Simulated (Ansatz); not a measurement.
System: Mg vacancy in rutile-type MgF2 (charge state -2). Level of theory: PBE, PAW (plane waves to 420 eV; Ansatz, an electronic-structure program).

72-site cell at the relaxed PBE lattice, the Γ point alone, smearing 0.01 eV, spin-restricted, no finite-size correction. Static, classical nuclei. The charge state is imposed; whether it is stable for some Fermi level was not computed. Forms of the defect that were not tried may lie lower.

Barriers: single points on a 2×2×2 k-point mesh shifted by half a step at the bands' geometries.

A. a nearby Mg atom hops onto the vacant site; the atom moves 2.94 Å along (0.00, 0.00, -0.95) of the unit cell; the moving atom starts with neighbours 2 F at 1.90, 2 F at 2.05, 2 F at 2.08 Å and ends with 2 F at 1.90, 2 F at 2.05, 2 F at 2.08 Å; saddle order first order.
B. a nearby Mg atom hops onto the vacant site; the atom moves 3.59 Å along (0.49, 0.49, -0.49) of the unit cell; the moving atom starts with neighbours F at 1.90, F at 2.00, 2 F at 2.03, 2 F at 2.08 Å and ends with F at 1.88, 3 F at 2.03, 2 F at 2.06 Å; saddle order first order.

Q: Rank these by forward barrier (lowest first), as PBE, PAW gives it.

A: A (1.22 eV), B (1.43 eV)
